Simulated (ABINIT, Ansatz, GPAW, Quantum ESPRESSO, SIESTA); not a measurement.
# Hf₂Ga₃Ni (Cm, 6 atoms in the cell) computed with different codes at matched settings

Self-consistent single point.

```yaml
crystal:
  lattice:
    - [4.87170, -2.07742, 0.00000]
    - [4.87170, 2.07742, 0.00000]
    - [-4.20740, 0.00000, 4.87947]
  atoms:
    - { symbol: Hf, position: [0.53830, 0.53830, 0.28162] }
    - { symbol: Hf, position: [0.45630, 0.45630, 0.70249] }
    - { symbol: Ga, position: [0.85410, 0.85410, 0.32768] }
    - { symbol: Ga, position: [0.82262, 0.82262, 0.86291] }
    - { symbol: Ga, position: [0.16072, 0.16072, 0.10465] }
    - { symbol: Ni, position: [0.16797, 0.16797, 0.72065] }
```

Shared settings, as Ansatz (a program for electronic structure) writes them: kpoints.mp_grid.grid = 3 3 2; scf.occupations.method = gaussian; scf.occupations.width = 0.0073 Ry. Potentials and cutoffs stand in the table.

```
code                                                                                                                                 model  pressure (GPa)  largest force (eV/Å)       cutoff
----------------  ------------------------------------------------------------------------------------------------------------------------  --------------  --------------------  -----------
SIESTA            LDA PW92, numerical atomic orbitals DZP, PseudoDojo LDA standard norm-conserving potentials (rewritten from UPF to PSML)           -9.88                 0.337  grid 300 Ry
Ansatz                                                                                                 LDA (PW92), PAW files made with PBE           -9.00                 0.236      default
GPAW                                                                         LDA (Perdew-Wang 92), GPAW PAW datasets LDA (gpaw-data 1.0.1)           -7.85                 0.276       800 eV
ABINIT                                                                                                  LDA (PW92), PAW (JTH v2.0 LDA PAW)          -10.61                 0.230       816 eV
Quantum ESPRESSO                                                                       LDA (PZ), GBRV 1.5 ultrasoft (LDA) pseudopotentials           -9.05                 0.235        50 Ry
```

Size of the force on each atom (eV/Å): Sizes of forces hide their directions.

```csv
code,Hf1,Hf2,Ga3,Ga4,Ga5,Ni6
SIESTA,0.069,0.081,0.263,0.337,0.024,0.111
Ansatz,0.027,0.019,0.206,0.236,0.051,0.103
GPAW,0.023,0.015,0.270,0.276,0.072,0.090
ABINIT,0.024,0.020,0.203,0.230,0.040,0.094
Quantum ESPRESSO,0.020,0.022,0.206,0.235,0.049,0.096
```

On Ansatz's run: spin-orbit coupling is off. Spin polarisation is off.

The spread over the programs that give each value: pressure within 2.76 GPa; largest force within 0.107 eV/Å.

SIESTA uses small atom-centred bases, whose incompleteness enters pressures, forces and empty levels differently from a plane-wave cutoff. Ansatz's pressure is given at a fixed set of plane waves, as the other plane-wave codes print theirs; with its correction for the finite basis it is -8.97 GPa. The same LDA comes in different parametrisations, which differ slightly. In the pressure, GPAW (by 1.18) and ABINIT (by 1.58) lie more than 1 GPa from the median of the plane-wave programs. In the force vectors, SIESTA (by 0.103) lies more than 0.08 eV/Å from the median of the plane-wave programs.

On the base mesh (4 4 3) the same programs gave: Ansatz pressure -9.10 GPa; Quantum ESPRESSO pressure -9.16 GPa; ABINIT pressure -10.71 GPa; GPAW pressure -7.95 GPa; SIESTA pressure -9.98 GPa.

The starting cell comes from a database of computed structures (which also holds hypothetical and non-ambient phases and stackings), without a prior relaxation at this level.

Left out of this page: CP2K (on another mesh); Elk (not drawn, or without a comparable value).

Keys are those of Ansatz 0.2.
